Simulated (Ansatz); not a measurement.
**ZnO: response to strain**

Consider ZnO in the wurtzite structure (space group P6_3mc, No. 186; a = 3.1869 Å, c = 5.1526 Å). Axes: x lies along a and z along c of the hexagonal cell.

Strains are applied to the cell and any free atomic positions relax.

Level of theory: plane-wave PAW DFT at the LDA level (Ansatz, an electronic-structure program, 420 eV), without spin-orbit coupling.

Notes on the quantities. pressure: mean of the normal stresses, compression positive; energy relative to the base: free energy F.

| variant | band gap | pressure | energy relative to the base | electron mass |
|---|---|---|---|---|
| base | 0.80 eV | 0.00 GPa | 0 meV/atom | 0.15 mₑ (at Γ) |
| uniaxial strain ε_zz = +0.60 % | 0.78 eV | -0.96 GPa | +0.3 meV/atom | 0.15 mₑ (at Γ) |
| uniaxial strain ε_zz = +1.20 % | 0.77 eV | -1.90 GPa | +1.2 meV/atom | 0.14 mₑ (at Γ) |
| uniaxial strain ε_zz = +1.80 % | ? | ? | ? | 0.14 mₑ (at Γ) |
| uniaxial strain ε_zz = +2.40 % | 0.73 eV | -3.70 GPa | +4.8 meV/atom | 0.14 mₑ (at Γ) |
| uniaxial strain ε_zz = +3.00 % | 0.71 eV | -4.56 GPa | +7.6 meV/atom | 0.14 mₑ (at Γ) |

Problem. Fill in the withheld entries from the trend.

Solution. 
- uniaxial strain ε_zz = +1.80 %, band gap: 0.75 eV
- uniaxial strain ε_zz = +1.80 %, pressure: -2.81 GPa
- uniaxial strain ε_zz = +1.80 %, energy relative to the base: +2.7 meV/atom

Effective masses come from finite differences of ±0.01 Å⁻¹. Whether these cells are dynamically stable was not tested.
